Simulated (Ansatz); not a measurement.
The starting structures come from a database of crystals and need not be the phases stable at ambient conditions.

 Where the default PAW files enter, the runs use the earlier of Ansatz's two default sets.

The decay constant κ of evanescent states in the gap governs leakage through a thin film.

Given:

```
CELL_PARAMETERS angstrom
      5.80353     0.00000     0.00000
      0.00000     8.10226     0.00000
      0.00000     0.00000     5.68506
ATOMIC_POSITIONS crystal
  La 0.04462 0.75000 0.01146
  La 0.95538 0.25000 0.98854
  La 0.45538 0.25000 0.51146
  La 0.54462 0.75000 0.48854
  Sc 0.50000 0.00000 0.00000
  Sc 0.00000 0.00000 0.50000
  Sc 0.00000 0.50000 0.50000
  Sc 0.50000 0.50000 0.00000
  O  0.46623 0.75000 0.89948
  O  0.53377 0.25000 0.10052
  O  0.03377 0.25000 0.39948
  O  0.96623 0.75000 0.60052
  O  0.70372 0.05352 0.70362
  O  0.29628 0.94648 0.29638
  O  0.79628 0.94648 0.20362
  O  0.20372 0.05352 0.79638
  O  0.20372 0.44648 0.79638
  O  0.79628 0.55352 0.20362
  O  0.29628 0.55352 0.29638
  O  0.70372 0.44648 0.70362
```

Space group of this cell: Pnma. The cell is taken as given; by PBEsol its mean pressure is -3.7 GPa.

Transport runs along the normal of the first two printed cell vectors.

The gap is the functional's own, uncorrected, and κ follows it; spin-orbit coupling is left out. Mid-gap values are interpolated between the computed energies.

**Question.** State the band gap and the smallest decay constant κ at mid-gap according to Ansatz (an electronic-structure program) with PBEsol.

**Answer.** Gap 3.89 eV on a 6×4×6 mesh; κ = 0.401 1/Å, at the zone centre.
